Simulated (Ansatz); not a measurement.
Consider BP in the zinc blende structure (space group F-43m, No. 216; a = 4.537 Å). Axes: x, y, z lie along the cube axes.

Calculations: plane-wave PAW DFT at the r2SCAN level (Ansatz, a program for electronic structure, 500 eV), no SOC.

Before the change:

| Property | Value |
|---|---|
| Valence-band top at Γ | 0.00, 0.00, 0.00 eV |
| Band gap | 1.41 eV |

Perturbation: compressive biaxial strain of 1.67 % in the plane normal to [111], as in epitaxy on a mismatched substrate; the out-of-plane cell vector and the atoms relax.

### Question
What happens to the valence-band top at Γ, ratio −ε⊥/ε∥, band gap and in-plane stress?

### Answer
The valence-band top at Γ (three highest levels, from the VBM) goes from 0.00, 0.00, 0.00 eV to 0.00, 0.00, -0.20 eV; the ratio −ε⊥/ε∥ amounts to 0.18; the band gap falls by 0.13 eV to 1.28 eV; the mean in-plane stress (compression positive) comes out as +8.3 GPa.

No phonon test of stability was made.
